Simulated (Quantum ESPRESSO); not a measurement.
**Quick settings and what they miss: NbP (I4_1md, 4 atoms in the cell)**

Self-consistent single point.

```
CELL_PARAMETERS angstrom
      1.68950    -1.68950     5.79005
      1.68950     1.68950     5.79005
     -1.68950    -1.68950     5.79005
ATOMIC_POSITIONS crystal
  Nb 0.00000 0.74988 0.74988
  Nb 0.50000 0.99988 0.49988
  P  0.00000 0.33275 0.33275
  P  0.50000 0.58275 0.08275
```

Level of theory: LDA (PZ), GBRV 1.5 ultrasoft (LDA) pseudopotentials (plane waves; Quantum ESPRESSO).

Base settings: ecutwfc = 40 Ry; ecutrho = 320 Ry; occupations = smearing; smearing = fermi-dirac; degauss = 0.0099958 Ry; potentials = {Nb: nb_lda_v1.uspp.F.UPF, P: p_lda_v1.5.uspp.F.UPF}; K_POINTS = automatic 9 9 9 0 0 0; conv_thr = 1e-10 Ry; mixing_beta = 0.4.

Tight run (finer mesh or higher cutoff; not a proven limit): ecutwfc: 40 Ry → 56 Ry; ecutrho: 320 Ry → 448 Ry; conv_thr: 1e-10 Ry → 7.3e-11 Ry; K_POINTS: automatic 9 9 9 0 0 0 → automatic 13 13 13 0 0 0. It gave Fermi level (on the code's own zero) 14.23 eV; pressure -13.53 GPa.

Quick runs, as changes from the base:
- A: the base itself
- B: ecutwfc: 40 Ry → 28 Ry; ecutrho: 320 Ry → 224 Ry; smearing: fermi-dirac → marzari-vanderbilt; degauss: 0.0099958 Ry → 0.0147 Ry; pseudopotentials: {Nb: nb_lda_v1.uspp.F.UPF, P: p_lda_v1.5.uspp.F.UPF} → {Nb: nb_pbesol_v1.uspp.F.UPF, P: p_pbesol_v1.5.uspp.F.UPF}; K_POINTS: automatic 9 9 9 0 0 0 → automatic 8 8 8 1 1 1 [PBEsol]
- C: ecutwfc: 40 Ry → 24 Ry; ecutrho: 320 Ry → 192 Ry; K_POINTS: automatic 9 9 9 0 0 0 → automatic 3 3 3 1 1 1
- D: ecutwfc: 40 Ry → 24 Ry; ecutrho: 320 Ry → 192 Ry; K_POINTS: automatic 9 9 9 0 0 0 → automatic 1 1 1 0 0 0
- E: ecutwfc: 40 Ry → 20 Ry; ecutrho: 320 Ry → 160 Ry; conv_thr: 1e-10 Ry → 7.3e-06 Ry; K_POINTS: automatic 9 9 9 0 0 0 → automatic 2 2 2 1 1 1
- F: ecutwfc: 40 Ry → 20 Ry; ecutrho: 320 Ry → 160 Ry; smearing: fermi-dirac → methfessel-paxton; degauss: 0.0099958 Ry → 0.0147 Ry; K_POINTS: automatic 9 9 9 0 0 0 → automatic 8 8 8 0 0 0

Energies are extrapolated to zero smearing width, which holds to low order in the width alone (under cold and Methfessel-Paxton smearing the free energy itself is taken).

Dashes: energy of B, another energy zero; time of C, D, E, F, under 30 s; pressure of E, not trusted under this conv_thr with d or f elements.

† marks runs with another functional, U, potentials or spin treatment: their distance from the tight run is not a convergence error alone.

The count of work is k-points × plane waves × bands × iterations; it is no time. Core times come from one kind of shared machine and are given to one figure; runs under 30 s give none.

The starting cell comes from a database of computed structures (which also holds hypothetical and non-ambient phases and stackings), without a prior relaxation at this level. Its lattice was rescaled by a random factor within 2.5 % of one. Spin polarisation is off. In the base run, with a pressure of about -14 GPa the cell is away from its equilibrium volume at this level.

| run | energy less tight (meV/atom) | pressure less tight (GPa) | largest miss in a force vector (eV/Å) | count of work / tight | core time / tight (rough) |
|---|---|---|---|---|---|
| A | 7.1 | -0.02 | 0.001 | 0.21 | 0.2 |
| B† | – | 1.27 | 0.015 | 0.11 | 0.09 |
| C | 129.0 | -0.95 | 0.026 | 0.0079 | – |
| D | 1362.3 | 2.88 | 2.540 | 0.0015 | – |
| E | 303.4 | – | 0.426 | 0.0018 | – |
| F | 117.8 | -0.73 | 0.012 | 0.061 | – |

Among the runs at the tight run's level, the energy misses run from 7.1 to 1362.3 meV/atom.
